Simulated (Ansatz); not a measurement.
The starting structures come from a database of crystals and need not be the phases stable at ambient conditions.

By PBEsol, the system below comes out a metal.

Data:

```yaml
crystal:
  lattice:
    - [4.99101, 0.00000, 0.00000]
    - [1.66367, 5.00210, 0.00000]
    - [2.49550, 0.00000, 1.44078]
  atoms:
    - { symbol: Mo, position: [0.75711, 0.72867, 0.00000] }
    - { symbol: Mo, position: [0.24289, 0.27133, 0.00000] }
    - { symbol: N, position: [0.00000, 0.00000, 0.00000] }
```

The cell is taken as given; by PBEsol it stands under a pressure of -7.0 GPa.

The current flows along the normal of the first two printed cell vectors, the (110) plane of the conventional cell. No spin-orbit coupling; the value is a mean over 0.1 eV about the Fermi level.

Q: State the ballistic conductance per area according to Ansatz (a program for electronic structure) with PBEsol.

A: 0.80 × 10¹⁵ S/m² for both spins.
